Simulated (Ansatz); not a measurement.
The starting structures come from a database of crystals and need not be the phases stable at ambient conditions.

By PBEsol, the system below comes out a metal.

Crystal: ReB$_{2}$ (P6_3/mmc, not sure to be the ambient phase, 6 atoms a cell, 9.1 Å³ an atom, -5 GPa at this level); planes in its conventional cell.

Calculation: PBEsol (plane waves, PAW; Ansatz, an electronic-structure program).

Ballistic conductance counts the channels of both spins, as a mean over 0.1 eV about the Fermi level; spin-orbit coupling is left out.

```tsv
plane	area (Å²)	G/A (10¹⁵ S/m²)
(001)	7.3	0.89
(100)	21.7	(withheld)
(110)	37.6	(withheld)
```

Task: Some entries are withheld; supply them.

Result: 
- (100), G/A (10¹⁵ S/m²): 0.47
- (110), G/A (10¹⁵ S/m²): 0.46
